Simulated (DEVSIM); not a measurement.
# Schottky contact on n-type GaAs

Device: Schottky contact on n-type GaAs, at 400 K.

| layer (left to right) | material | thickness (μm) | Nd (cm⁻³) | τn (s) | τp (s) |
|---|---|---|---|---|---|
| 1 | GaAs | 5.20 | 8.1e14 | 1.1e-9 | 1.1e-9 |

Left contact: Schottky, work function 5.14 eV, emission velocity 1.9e6 cm/s. Right contact: ohmic. Voltage is applied to the left contact. Recombination: SRH at mid-gap, radiative, Auger. Mobility is constant in doping.

The device is made up for the run: typed textbook-type constants, with dimensions and the other settings drawn at random. Values at 300 K; Nc and Nv go as T^1.5, mobilities as T to minus their exponent, the gap by Varshni's rule with the affinity fixed.

```
parameter             GaAs
----------------  --------
gap (eV)             1.424
affinity (eV)         4.07
permittivity          12.9
Nc (cm⁻³)           4.7e17
Nv (cm⁻³)             9e18
μn (cm²/Vs)           8500
μp (cm²/Vs)            400
T exponent of μn       2.1
T exponent of μp       2.2
B (cm³/s)            2e-10
Cn (cm⁶/s)           1e-30
Cp (cm⁶/s)           1e-30
Varshni α (eV/K)  0.000541
Varshni β (K)          204
```

Simulated with DEVSIM: 1D drift-diffusion, Boltzmann statistics, complete ionisation; no tunnelling, impact ionisation, image-force lowering or self-heating. Metal contacts follow the ideal Schottky-Mott rule: no Fermi-level pinning, no interface dipoles.

```yaml
potential_step_across_the_device_at_zero_bias: 0.836 V
largest_field_in_the_device_at_zero_bias: 14000 V/cm
Dark forward voltage at 1 A/cm²: 0.640 V
Dark forward voltage at 100 A/cm²: 0.881 V
```

Small-signal capacitance in reverse bias (quasi-static):

```json
[
 {"V (V)": "-0.04", "C (nF/cm²)": "8.97"},
 {"V (V)": "-0.1", "C (nF/cm²)": "8.69"},
 {"V (V)": "-0.2", "C (nF/cm²)": "8.28"},
 {"V (V)": "-0.3", "C (nF/cm²)": "7.92"},
 {"V (V)": "-0.4", "C (nF/cm²)": "7.61"},
 {"V (V)": "-0.6", "C (nF/cm²)": "7.07"},
 {"V (V)": "-0.8", "C (nF/cm²)": "6.64"},
 {"V (V)": "-1", "C (nF/cm²)": "6.28"},
 {"V (V)": "-1.3", "C (nF/cm²)": "5.83"},
 {"V (V)": "-1.6", "C (nF/cm²)": "5.47"},
 {"V (V)": "-2", "C (nF/cm²)": "5.07"}
]
```

Dark reverse current:

```
V (V)  J (A/cm²)
-----  ---------
-0.04    -3.5e-6
-0.10    -7.2e-6
-0.20    -1.2e-5
-0.30    -1.6e-5
-0.40    -2.0e-5
-0.60    -2.6e-5
-0.80    -3.3e-5
-1.00    -3.8e-5
-1.30    -4.6e-5
-1.60    -5.3e-5
-2.00    -6.2e-5
```
